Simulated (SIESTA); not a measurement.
**A self-consistent single point of SnO (P4/nmm, 4 atoms in the cell) with SIESTA**

Level of theory: GGA revPBE, numerical atomic orbitals DZP, PseudoDojo PBE standard norm-conserving potentials (rewritten from UPF to PSML) run with SIESTA 5.4.2.

Input as run:

```
# files in the folder: Sn.psml O.psml (PseudoDojo PBE standard)
SystemName  SnO
SystemLabel SnO

NumberOfAtoms                4
NumberOfSpecies              2
%block ChemicalSpeciesLabel
  1 50 Sn
  2 8 O
%endblock ChemicalSpeciesLabel
LatticeConstant              1.0 Ang
%block LatticeVectors
     3.828955000    0.000000000    0.000000000
     0.000000000    3.828955000    0.000000000
     0.000000000    0.000000000    4.906458000
%endblock LatticeVectors
AtomicCoordinatesFormat      Ang
%block AtomicCoordinatesAndAtomicSpecies
     0.000000000    1.914477500    1.154833019  1
     1.914477500    0.000000000    3.751624981  1
     1.914477500    1.914477500    0.000000000  2
     0.000000000    0.000000000    0.000000000  2
%endblock AtomicCoordinatesAndAtomicSpecies

XC.functional                GGA
XC.authors                   revPBE
PAO.BasisSize                DZP
PAO.EnergyShift              0.01 Ry
MeshCutoff                   300 Ry
%block kgrid.MonkhorstPack
    9   0   0  0.0
    0   9   0  0.0
    0   0   7  0.0
%endblock kgrid.MonkhorstPack
OccupationFunction           MP
OccupationMPOrder            0
ElectronicTemperature        580.23 K

MaxSCFIterations             150
SCF.Mixer.Method             Pulay
SCF.Mixer.Weight             0.25
SCF.Mixer.History            6
SCF.DM.Tolerance             1.0E-04
Diag.ParallelOverK           true
WriteForces                  true
Charge.Mulliken              end
```

Output (repeated stretches shortened):

```
reinit: Reading from file input.fdf

reinit: System Name: SnO
reinit: System Label: SnO

coor:   Atomic-coordinates input format  =     Cartesian coordinates
coor:                                          (in Angstroms)

siesta: Atomic coordinates (Bohr) and species
siesta:      0.00000   3.61784   2.18232  1        1
siesta:      3.61784   0.00000   7.08954  1        2
siesta:      3.61784   3.61784   0.00000  2        3
siesta:      0.00000   0.00000   0.00000  2        4

siesta: System type = bulk

initatomlists: Number of atoms, orbitals, and projectors:      4    62    90

siesta: ******************** Simulation parameters ****************************
redata: Spin configuration                          = none
redata: Time-Reversal Symmetry                      = T
redata: Number of Atomic Species                    =        2
redata: Mesh Cutoff                                 =   300.0000 Ry
redata: Net charge of the system                    =     0.0000 |e|
redata: Min. number of SCF Iter                     =        0
redata: Max. number of SCF Iter                     =      150
redata: SCF convergence failure will abort job
redata: SCF mix quantity                            = Hamiltonian
redata: Mix DM or H after convergence               =   F
redata: Recompute H after scf cycle                 =   F
redata: Mix DM in first SCF step                    =   T
redata: No kicks to SCF
redata: DM Mixing Weight for Kicks                  =     0.5000
redata: Require Harris convergence for SCF          =   F
redata: Harris energy tolerance for SCF             =     0.000100 eV
redata: Require DM convergence for SCF              =   T
redata: DM tolerance for SCF                        =     0.000100
redata: Require EDM convergence for SCF             =   F
redata: EDM tolerance for SCF                       =     0.001000 eV
redata: Require H convergence for SCF               =   T
   [... lines left out ...]
diag: Used triangular part                          = Lower
diag: Absolute tolerance                            =  0.100E-15
diag: Orthogonalization factor                      =  0.100E-05
diag: Memory factor                                 =  1.0000

superc: Internal auxiliary supercell:     5 x     5 x     5  =     125
superc: Number of atoms, orbitals, and projectors:    500   7750  11250

                        Single-point calculation

superc: Internal auxiliary supercell:     5 x     5 x     5  =     125
superc: Number of atoms, orbitals, and projectors:    500   7750  11250

outcell: Unit cell vectors (Ang):
        3.828955    0.000000    0.000000
        0.000000    3.828955    0.000000
        0.000000    0.000000    4.906458

outcell: Cell vector modules (Ang)   :    3.828955    3.828955    4.906458
outcell: Cell angles (23,13,12) (deg):     90.0000     90.0000     90.0000
outcell: Cell volume (Ang**3)        :     71.9331
new_DM -- step:     1
Initializing Density Matrix...

Attempting to read DM from file... Failed...
DM filled with atomic data:

InitMesh: MESH = 40 x 40 x 54 = 86400
InitMesh: Mesh cutoff (required, used) =   300.000   301.621 Ry

stepf: Methfessel-Paxton step function
       Using Hermite-Gauss polynomials of order  0
        iscf     Eharris(eV)        E_KS(eV)     FreeEng(eV)     dDmax    Ef(eV) dHmax(eV)
   scf:    1    -5182.856794    -5187.284817    -5187.284817  0.603737 -3.476453  8.596792
   scf:    2    -5192.393682    -5190.831023    -5190.831049  0.101080 -3.308640  2.222909
   scf:    3    -5191.121792    -5190.995443    -5190.995451  0.054348 -3.296609  1.296027
   scf:    4    -5191.095145    -5191.057070    -5191.057070  0.082161 -3.331450  0.143123
   scf:    5    -5191.053746    -5191.057194    -5191.057194  0.015055 -3.338653  0.200357
   scf:    6    -5191.007403    -5191.043201    -5191.043201  0.011660 -3.353646  0.589758
   scf:    7    -5191.062915    -5191.059213    -5191.059213  0.008938 -3.336447  0.010905
   scf:    8    -5191.059221    -5191.059219    -5191.059219  0.000260 -3.336928  0.000632
   scf:    9    -5191.059219    -5191.059219    -5191.059219  0.000132 -3.336845  0.000164
   scf:   10    -5191.059219    -5191.059219    -5191.059219  0.000004 -3.336823  0.000018
SCF Convergence by DM+H criterion
max |DM_out - DM_in|         :     0.0000038224
max |H_out - H_in|      (eV) :     0.0000179802
SCF cycle converged after 10 iterations

Using DM_out to compute the final energy and forces

siesta: E_KS(eV) =            -5191.0592

siesta: E_KS - E_eggbox =     -5191.0592

siesta: Atomic forces (eV/Ang):
     1   -0.000000    0.000000    0.690016
     2    0.000000    0.000000   -0.690016
     3   -0.000000   -0.000000   -0.000000
     4   -0.000000   -0.000000    0.000000
   Tot   -0.000000    0.000000    0.000000
   Max    0.690016
   Res    0.281698    sqrt( Sum f_i^2 / 3N )
   Max    0.690016    constrained

Stress tensor Voigt[x,y,z,yz,xz,xy] (kbar):      -60.84      -60.84      -43.84        0.00       -0.00        0.00
(Free)E + p*V (eV/cell)    -5188.5821
Target enthalpy (eV/cell)    -5191.0592

siesta: Program's energy decomposition (eV):
siesta: Ebs     =      -729.864920
siesta: Eions   =      4953.106606
siesta: Ena     =       301.882200
siesta: Ekin    =      3166.084704
siesta: Enl     =     -2276.472083
siesta: Eso     =         0.000000
siesta: Edftu   =         0.000000
siesta: DEna    =         0.573244
siesta: DUscf   =         1.540616
siesta: DUext   =         0.000000
siesta: Ex      =     -1349.056475
siesta: Ec      =       -82.504820
siesta: Exc     =     -1431.561294
siesta: Eharris =     -5191.059219
siesta: Etot    =     -5191.059219
siesta: FreeEng =     -5191.059219

siesta: Atomic forces (eV/Ang):
siesta:      1   -0.000000    0.000000    0.690016
siesta:      2    0.000000    0.000000   -0.690016
siesta:      3   -0.000000   -0.000000   -0.000000
siesta:      4   -0.000000   -0.000000    0.000000
siesta: ----------------------------------------
siesta:    Tot   -0.000000    0.000000    0.000000

siesta: Stress tensor (static) (eV/Ang**3):
siesta:    -0.037972    0.000000   -0.000000
siesta:     0.000000   -0.037972    0.000000
siesta:    -0.000000    0.000000   -0.027364

siesta: Cell volume =         71.933072 Ang**3

siesta: Pressure (static):
siesta:                Solid            Molecule  Units
siesta:           0.00037505          0.00046549  Ry/Bohr**3
siesta:           0.03443580          0.04273902  eV/Ang**3
siesta:          55.17223601         68.47546703  kBar

mulliken: Atomic and Orbital Populations:

Species: Sn
Atom  Qatom  Qorb
               5s      5s      5py     5pz     5px     5py     5pz     5px
               4dxy    4dyz    4dz2    4dxz    4dx2-y2 5dxy    5dyz    5dz2
               5dxz    5dx2-y2
   1 13.454   1.597   0.070   0.303   0.476   0.303   0.078   0.099   0.078
              2.008   2.001   2.005   2.001   2.005   0.074   0.104   0.057

              0.104   0.091
   2 13.454   1.597   0.070   0.303   0.476   0.303   0.078   0.099   0.078
              2.008   2.001   2.005   2.001   2.005   0.074   0.104   0.057

              0.104   0.091

Species: O
Atom  Qatom  Qorb
               2s      2s      2py     2pz     2px     2py     2pz     2px
               3Pdxy   3Pdyz   3Pdz2   3Pdxz   3Pdx2-y2
   3  6.546   1.744   0.022   1.763   1.682   1.763  -0.173  -0.114  -0.173
              0.006   0.007   0.004   0.007   0.007
   4  6.546   1.744   0.022   1.763   1.682   1.763  -0.173  -0.114  -0.173
              0.006   0.007   0.004   0.007   0.007

mulliken: Qtot =       40.000

Mulliken Atomic Populations:
Atom #   charge [q] valence [e]  Species
     1     0.546321   13.453679  Sn
     2     0.546321   13.453679  Sn
     3    -0.546321    6.546321  O
     4    -0.546321    6.546321  O
 Total    -0.000000
```

The run converged in 10 iterations.

The starting cell comes from a database of computed structures (which also holds hypothetical and non-ambient phases and stackings), without a prior relaxation at this level. Its lattice was rescaled by a random factor within 2.5 % of one. Values carry the incompleteness of an atom-centred basis. With a pressure of about 6 GPa the cell is away from its equilibrium volume at this level.

Cost on one core of a shared machine: roughly 60 s.
